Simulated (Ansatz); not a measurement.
Carrier properties of monolayer Sb

Input:

```yaml
crystal:
  lattice:
    - [4.20412, 0.00000, 0.00000]
    - [-2.10206, 3.64088, 0.00000]
    - [0.00000, 0.00000, 17.40652]
  atoms:
    - { symbol: Sb, position: [0.66667, 0.33333, 0.54610] }
    - { symbol: Sb, position: [0.33333, 0.66667, 0.45390] }
```

The numbers are results of PBE with spin-orbit coupling, rigid bands (plane waves, PAW; Ansatz, an electronic-structure program), not measurements. Condition of this run: biaxial strain +2 % with spin-orbit coupling. Cell: cell and atoms relaxed with PBE, then loaded as said.

The band gap is 1.15 eV, the electron conductivity mass (300 K, dilute) is 0.174 mₑ and the hole conductivity mass (300 K, dilute) comes out as 0.148 mₑ. The effective density of states N_c (300 K) is 3.9e12 cm⁻², the effective density of states N_v (300 K) is 1.4e12 cm⁻² and the Seebeck coefficient, n-type 1.7e12 cm⁻², 300 K is -337 μV/K. The Seebeck coefficient, p-type 1.7e12 cm⁻², 300 K is 138 μV/K.

Rigid bands; masses and Seebeck coefficients take one relaxation time τ for all states and one kind of carrier; polarons and phonon drag are left out.
